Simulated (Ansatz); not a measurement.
# Response to strain in BN

The reference is BN in the zinc blende structure (space group F-43m, No. 216).

```
BN
1.0
    0.00000     1.80486     1.80486
    1.80486     0.00000     1.80486
    1.80486     1.80486     0.00000
B N
1 1
Cartesian
  0.00000   0.00000   0.00000
  0.90243   0.90243   0.90243
```

Cartesian axes are those of the cell as printed.

Strains are applied to the cell and any free atomic positions relax; under biaxial strain the out-of-plane vector relaxes too.

The values are results of Kohn–Sham DFT with the r2SCAN functional, run in Ansatz (a quantum-chemistry and plane-wave program) with PAW and 500 eV plane waves, spin-orbit coupling left out, not measurements.

Notes on the quantities. pressure: mean of the normal stresses, compression positive.

```tsv
change	band gap	smallest direct gap	pressure	out-of-plane strain
base	5.00 eV	9.59 eV	0.00 GPa	–
biaxial strain −2.50 %, plane normal [111], relaxed out of plane	4.97 eV	9.03 eV	20.31 GPa	+0.40 %
biaxial strain −2.08 %, plane normal [111], relaxed out of plane	4.98 eV	9.15 eV	16.56 GPa	+0.33 %
biaxial strain −1.67 %, plane normal [111], relaxed out of plane	4.99 eV	9.25 eV	13.05 GPa	+0.27 %
biaxial strain −1.25 %, plane normal [111], relaxed out of plane	5.00 eV	9.35 eV	9.57 GPa	+0.20 %
biaxial strain −0.83 %, plane normal [111], relaxed out of plane	5.00 eV	9.44 eV	6.24 GPa	+0.13 %
biaxial strain −0.42 %, plane normal [111], relaxed out of plane	5.00 eV	___	___	___
```

Task: Some entries are withheld; estimate them.

Result: 
- biaxial strain −0.42 %, plane normal [111], relaxed out of plane, smallest direct gap: 9.52 eV
- biaxial strain −0.42 %, plane normal [111], relaxed out of plane, pressure: 3.10 GPa
- biaxial strain −0.42 %, plane normal [111], relaxed out of plane, out-of-plane strain: +0.07 %

No phonon test of stability was made.
